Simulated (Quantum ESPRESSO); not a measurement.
A self-consistent single point of PdS2 (Pbca, 12 atoms in the cell) with Quantum ESPRESSO.

Computed with LDA (PW92), PseudoDojo standard norm-conserving (LDA) pseudopotentials (plane waves; Quantum ESPRESSO 7.5).

```xyz
12
Lattice="5.4163 0.0000 0.0000 0.0000 5.4967 0.0000 0.0000 0.0000 7.4708" Properties=species:S:1:pos:R:3 pbc="T T T"
S      0.5795     0.6156     3.1751
S      2.1286     4.8810     6.9104
S      3.2877     2.1327     4.2957
S      4.8368     3.3640     0.5603
S      4.8368     4.8810     4.2957
S      3.2877     0.6156     0.5603
S      2.1286     3.3640     3.1751
S      0.5795     2.1327     6.9104
Pd     0.0000     0.0000     0.0000
Pd     2.7082     0.0000     3.7354
Pd     2.7082     2.7483     0.0000
Pd     0.0000     2.7483     3.7354
```

Reference input (self-consistent single point, DFT, LDA (PW92), plane waves, PseudoDojo standard norm-conserving (LDA) pseudopotentials): ecutwfc = 85 Ry; occupations = smearing; smearing = marzari-vanderbilt; degauss = 0.019992 Ry; potentials = {S: S.upf, Pd: Pd.upf}; K_POINTS = automatic 3 3 2 1 1 1; conv_thr = 1e-10 Ry; mixing_beta = 0.5. This run's input differs from it in these lines:

```diff
@@ -16,3 +16,3 @@
    smearing = 'marzari-vanderbilt'
-   degauss = 0.019992
+   degauss = 0.0018375
 /
```

Output, abridged:

```
     Self-consistent Calculation

     iteration #  1     ecut=    85.00 Ry     beta= 0.50

---- Real-time Memory Report at c_bands before calling an iterative solver
           289 MiB given to the printing process from OS
           249 MiB allocation reported by mallinfo(arena+hblkhd)
------------------

     total energy              =   -1254.51773811 Ry
     estimated scf accuracy    <       4.72904397 Ry

     iteration #  2     ecut=    85.00 Ry     beta= 0.50

---- Real-time Memory Report at c_bands before calling an iterative solver
           364 MiB given to the printing process from OS
   [... lines left out ...]

---- Real-time Memory Report at c_bands before calling an iterative solver
           442 MiB given to the printing process from OS
           336 MiB allocation reported by mallinfo(arena+hblkhd)
------------------

     total energy              =   -1256.89775687 Ry
     estimated scf accuracy    <          2.0E-10 Ry

     iteration # 13     ecut=    85.00 Ry     beta= 0.50

---- Real-time Memory Report at c_bands before calling an iterative solver
           442 MiB given to the printing process from OS
           336 MiB allocation reported by mallinfo(arena+hblkhd)
------------------
     End of self-consistent calculation

     the Fermi energy is     9.7986 ev

!    total energy              =   -1256.89775687 Ry
     estimated scf accuracy    <          4.8E-12 Ry
     smearing contrib. (-TS)   =       0.00000000 Ry
     internal energy E=F+TS    =   -1256.89775687 Ry

     convergence has been achieved in  13 iterations

     Forces acting on atoms (cartesian axes, Ry/au):

     atom    1 type  1   force =     0.01605872    0.01612143   -0.03213752
     atom    2 type  1   force =    -0.01605872   -0.01612143   -0.03213752
     atom    3 type  1   force =     0.01605872   -0.01612143    0.03213752
     atom    4 type  1   force =    -0.01605872    0.01612143    0.03213752
     atom    5 type  1   force =    -0.01605872   -0.01612143    0.03213752
   [... lines left out ...]

     Total force =     0.111377     Total SCF correction =     0.000001

          total   stress  (Ry/bohr**3)                   (kbar)     P=       21.66
   0.00018943   0.00000000   0.00000000           27.87        0.00        0.00
   0.00000000   0.00017659   0.00000000            0.00       25.98        0.00
   0.00000000   0.00000000   0.00007573            0.00        0.00       11.14

   JOB DONE.
```

The run converged in 13 iterations. Against the reference run the free energy goes down by 1.6 meV/atom, the pressure hardly changes (2.18 to 2.17 GPa), the largest force goes from 0.999 to 1.012 eV/Å and the gap on the mesh hardly changes (0.550 to 0.547 eV).

The starting cell comes from a database of published, mostly measured structures (it also holds non-ambient and calculated ones), without a prior relaxation at this level. Its lattice was rescaled by a random factor within 2.5 % of one. Forces in this geometry exceed 1 eV/Å. The shifted mesh does not hold Γ, so a gap read on it misses any band edge there.

Cost on one core of a shared machine: roughly 4 min.
